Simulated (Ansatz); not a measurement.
Worked example: self-consistent single point of TaOs3 (P4mm, 4 atoms in the cell) in Ansatz (a first-principles code).

Method of the run: LDA (PW92), harder PAW files (source: ansatz) made with PBE (plane waves; Ansatz).

```yaml
crystal:
  lattice:
    - [3.90322, 0.00000, 0.00000]
    - [0.00000, 3.90322, 0.00000]
    - [0.00000, 0.00000, 3.90322]
  atoms:
    - { symbol: Ta, position: [0.00000, 0.00000, 0.01281] }
    - { symbol: Os, position: [0.00000, 0.50000, 0.50000] }
    - { symbol: Os, position: [0.50000, 0.00000, 0.50000] }
    - { symbol: Os, position: [0.50000, 0.50000, 0.00000] }
```

Reference input (self-consistent single point, DFT, LDA (PW92), plane waves, default PAW files made with PBE): basis.ecutwfc = 420 eV; kpoints.mp_grid.grid = 7 7 7; hamiltonian.xc = lda; hamiltonian.pseudopotentials = {kind: paw} (the program's default PAW files); scf.occupations.method = gaussian; scf.occupations.width = 0.1 eV. This run's input differs from it in these lines:

Ansatz 0.2 input:
```diff
@@ -11,3 +11,3 @@
 basis:
-  ecutwfc: 420.0
+  ecutwfc: 235.0
 kpoints:
@@ -19,2 +19,3 @@
     kind: paw
+    source: ansatz
 scf:
```

The program printed (abridged):

```
SCF iter   1: F=—  HF=-50065.228250 eV  |F-HF|=—  |Δ(HF+E_count)|=         —  Δρ=1.94e-1  dr2=4.21e1  ethr=3.10e-3  ⟨swp⟩=5.7  Hψ=6909  notcnv=0
all-band conjugate gradients solve this SCF's bands
preconditioner: auto → Kerker (q_TF=auto, 2.836 Å⁻¹)
SCF iter   2: F=—  HF=-50058.311679 eV  |F-HF|=—  |Δ(HF+E_count)|=    6.92e0  Δρ=1.11e-1  dr2=1.51e1  ethr=3.10e-3  ⟨swp⟩=2.0  Hψ=3832  notcnv=0  defer=88
   [... lines left out ...]
SCF iter   5: F=—  HF=-50055.402143 eV  |F-HF|=—  |Δ(HF+E_count)|=   2.01e-2  Δρ=1.66e-3  dr2=1.16e-3  ethr=1.06e-4  ⟨swp⟩=2.0  Hψ=2871  notcnv=0  defer=71
SCF iter   6: F=—  HF=-50055.401645 eV  |F-HF|=—  |Δ(HF+E_count)|=   4.97e-4  Δρ=3.48e-4  dr2=6.13e-5  ethr=1.55e-6  ⟨swp⟩=2.0  Hψ=3010  notcnv=0  defer=71
SCF iter   7: F=—  HF=-50055.401638 eV  |F-HF|=—  |Δ(HF+E_count)|=   7.71e-6  Δρ=5.67e-5  dr2=1.21e-6  ethr=8.17e-8  ⟨swp⟩=2.0  Hψ=2747  notcnv=0  defer=71
SCF iter   8: F=-50055.401638 eV  HF=-50055.401638 eV  |F-HF|=2.12e-8  |Δ(HF+E_count)|=   1.19e-7  Δρ=1.01e-5  dr2=4.21e-8  ethr=1.33e-10  ⟨swp⟩=10.7  Hψ=7406  notcnv=0
SCF 1 converged in 8 iterations: F = -50055.401638 eV  dr2 = 4.21e-8
Free energy (F): -50055.401638 eV
Internal energy: -50055.388259 eV  (E = F + TS)
E sigma→0 (E₀):  -50055.394948 eV
Entropy (-TS):   -0.013379 eV (-3.345 meV/atom)
Fermi energy:    25.361294 eV
--- Forces (eV/Å), atoms counted from 1 ---
  atom   1  Ta     0.00000000     0.00000000    -1.03279608
  atom   2  Os     0.00000000     0.00000000     0.55599599
  atom   3  Os     0.00000000     0.00000000     0.55599599
  atom   4  Os     0.00000000     0.00000000    -0.08225690
--- Stress (GPa, compression-positive) ---
        9.792448       0.000000       0.000000
        0.000000       9.792448       0.000000
        0.000000       0.000000       9.667498
  P = ⅓ Tr σ = 9.7508 GPa (97.508 kbar)
  The stress holds the Pulay correction. Without it, at fixed plane waves, as pw.x and ABINIT print it: P = -502.4422 GPa
```

The run converged in 8 iterations. Against the reference run the pressure goes from -8.89 to 9.75 GPa and the largest force goes from 0.501 to 1.033 eV/Å.

The starting cell comes from a database of computed structures (which also holds hypothetical and non-ambient phases and stackings), without a prior relaxation at this level. Its lattice was rescaled by up to half a per cent. One atom was moved a little off its site on purpose. Spin polarisation is off. Forces in this geometry exceed 1 eV/Å. Ansatz's pressure includes its estimate of the finite-basis (Pulay) stress. Without the estimate this run gives -502.44 GPa. The cutoff lies below the one recommended for these files.
